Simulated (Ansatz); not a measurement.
Start from SiO2 in the rutile structure (space group P4_2/mnm, No. 136; a = 4.1945 Å, c = 2.6785 Å). Axes: x, y, z lie along a, b, c of the conventional cell.

All numbers come from PBEsol in Ansatz (plane waves to 420 eV, PAW, no spin-orbit coupling).

The change: an isotropic linear strain of −3.00 %; the atoms relax in the strained cell.

Task: Predict the stress tensor and what it implies for the stiffness.

Result: Stress of the strained cell less that of the base (GPa, compression positive):
```
  30.63    0.00    0.00
   0.00   30.63    0.00
   0.00    0.00   38.59
```

Then B = −ΔP/(ΔV/V₀) with ΔV/V₀ = -0.0873 gives secant stiffness values (nonlinear terms included at this strain): B (at held cell shape, above the free-shape value) ≈ 381 GPa.

As a check, the harmonic strain energy −½ V₀ Δσ:ε is 73 meV/atom; the computed energy rise is 66 meV/atom.

Whether these cells are dynamically stable was not tested.

Ansatz is a quantum-chemistry and plane-wave program.
